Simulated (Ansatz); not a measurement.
C11b MoSi2, treated with RPBE (plane waves, PAW; Ansatz, a quantum-chemistry and plane-wave program).

Run with plane-wave cutoff 520 eV, 24×24×24 k mesh, Fermi–Dirac smearing 0.05 eV, no spin polarisation, scalar-relativistic PAW data made under PBE.

Cell (relaxed at this level):

```xyz
3
Lattice="-1.6154 1.6154 3.9520 1.6154 -1.6154 3.9520 1.6154 1.6154 -3.9520" Properties=species:S:1:pos:R:3 pbc="T T T"
Si     0.0000     0.0000     5.2554
Si     0.0000     0.0000     2.6486
Mo     0.0000     0.0000     0.0000
```

Question: Estimate the bulk modulus B0 and pressure derivative B′ of the bulk modulus that the calculation returns.

Answer: 
bulk modulus B0: 198 GPa
pressure derivative B′ of the bulk modulus: 4.5

The run finds no gap.

Measured, for comparison: bulk modulus 222 ± 2 GPa (room temperature, no zero-point or thermal correction, B' = 4; as tabulated in Structural stability of MoSi2 and Mo5Si3 under high pressure, Chin. Phys. B 26 …). Computed (rounded) less measured: bulk modulus -11 %.

Note: the bulk modulus comes from volumes at which shape and atoms were relaxed.
